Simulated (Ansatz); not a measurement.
Ansatz (an electronic-structure program) run on NbP (I4_1md, 4 atoms in the cell): relaxation of cell and atoms.

Method: PBEsol, default PAW files made with PBE (plane waves; Ansatz).

The change in words: atoms on their sites; basis.ecutwfc: 420 eV → 210 eV; relax: default → cell and atoms. Reference geometry:
```yaml
crystal:
  lattice:
    - [-1.68330, 1.68330, 5.76881]
    - [1.68330, -1.68330, 5.76881]
    - [1.68330, 1.68330, -5.76881]
  atoms:
    - { symbol: Nb, position: [0.75421, 0.75421, 0.00000] }
    - { symbol: Nb, position: [0.49988, 0.99988, 0.50000] }
    - { symbol: P, position: [0.33275, 0.33275, 0.00000] }
    - { symbol: P, position: [0.08275, 0.58275, 0.50000] }
```

Reference input (self-consistent single point, DFT, PBEsol, plane waves, default PAW files made with PBE): basis.ecutwfc = 420 eV; kpoints.mp_grid.grid = 7 7 7; hamiltonian.xc = pbesol; hamiltonian.pseudopotentials = {kind: paw} (the program's default PAW files); scf.occupations.method = gaussian; scf.occupations.width = 0.2 eV. This run's input differs from it in these lines:

Ansatz 0.2 input:
```diff
@@ -6,3 +6,3 @@
   atoms:
-    - { symbol: Nb, position: [0.754214, 0.754214, 0.000000] }
+    - { symbol: Nb, position: [0.749880, 0.749880, 0.000000] }
     - { symbol: Nb, position: [0.499880, 0.999880, 0.500000] }
@@ -11,3 +11,3 @@
 basis:
-  ecutwfc: 420.0
+  ecutwfc: 210.0
 kpoints:
@@ -19,2 +19,4 @@
   occupations: { method: gaussian, width: 0.2 }
+relax:
+  cell: {}
 output:
```

Log, with long lists cut:

```
   [... SCF lines of the steps left out ...]
relax step   1: F+E_penalty+E_count = -10470.90600063 eV  Δ(F+E_penalty+E_count) = +0.000e0 eV  max|allowed force component| = 1.292e-2 eV/Å  Δτ_max = 0.0000 Å  P = -11.170 GPa  Ω = 65.384 Å³  (6 SCF iters, dr2 threshold 1.00e-7 eV, accepted)
relax step   2: F+E_penalty+E_count = -10472.62382959 eV  Δ(F+E_penalty+E_count) = -1.718e0 eV  max|allowed force component| = 1.861e-2 eV/Å  Δτ_max = 0.0094 Å  P = +29.570 GPa  Ω = 58.671 Å³  energy of the carried Pulay correction = +2.079e0 eV  (6 [...]
   [... lines left out ...]
relax step  21: F+E_penalty+E_count = -10471.07959604 eV  Δ(F+E_penalty+E_count) = -7.227e-4 eV  max|allowed force component| = 3.427e-4 eV/Å  Δτ_max = 0.0001 Å  P = +0.001 GPa  Ω = 60.974 Å³  energy of the carried Pulay correction = +7.180e-4 eV  [...]
relax step  22: F+E_penalty+E_count = -10471.07409646 eV  Δ(F+E_penalty+E_count) = +5.500e-3 eV  max|allowed force component| = 1.777e-4 eV/Å  Δτ_max = 0.0000 Å  P = +0.010 GPa  Ω = 60.974 Å³  stress off target by 2.90e-2 GPa  SCF on the basis [...]
basis re-selected at this cell: Δ(F+E_penalty+E_count) = +5.500e-3 eV, ΔP = +0.009 GPa vs the last step
the relaxation is at rest under the 8 symmetry operations that the run kept from its start: a minimum is not shown …
Free energy (F): -10471.074096 eV
Internal energy: -10471.055226 eV  (E = F + TS)
E sigma→0 (E₀):  -10471.064661 eV
Entropy (-TS):   -0.018870 eV (-4.718 meV/atom)
Fermi energy:    15.786441 eV
--- Forces (eV/Å), atoms counted from 1 ---
  atom   1  Nb    -0.00000000    -0.00000000     0.00017798
   [... lines left out ...]
  cell:  # Å, volume = 60.9737 Å³
   [... lines left out ...]
    - [1.6492304087361835, 1.6492304087361835, -5.604281725158763]
  atoms:
    - { symbol: Nb, position: [0.7502889110771004, 0.7502889110771004, -1.2312642115627848e-33] }
    - { symbol: Nb, position: [0.5002889110771004, 1.0002889110771003, 0.49999999999999994] }
    - { symbol: P, position: [0.33234108892289976, 0.33234108892289976, 2.7964691569768173e-36] }
    - { symbol: P, position: [0.08234108892289979, 0.5823410889228998, 0.5] }
```

The run converged.  The full log also holds: “iter 4 did not close the SCF: its close was put off for the readings that it lacked (scf_convergence_deferred on its scf_iter line)”. The full log also holds: “iter 5 did not close the SCF: its close was put off for the readings that it lacked (scf_convergence_deferred on its scf_iter line)”.

Summary of the result:
- Free energy E − TS (on the zero of these files) = -10471.0741 eV
- Pressure = 0.01 GPa
- Final cell = a = 6.070 Å, b = 6.070 Å, c = 6.070 Å, α = 148.47°, β = 148.47°, γ = 45.19°
- Final volume per atom = 15.24 Å³
- Relaxation steps = 22

The starting cell comes from a database of computed structures (which also holds hypothetical and non-ambient phases and stackings), without a prior relaxation at this level. Its lattice was rescaled by up to half a per cent. Spin polarisation is off. The relaxation keeps the symmetry of its start, so its end need not be a minimum. Ansatz's pressure includes its estimate of the finite-basis (Pulay) stress. Without the estimate this run gives -47.69 GPa. The cutoff lies below the one recommended for these files.

Cost on one core of a shared machine: roughly 50 s.
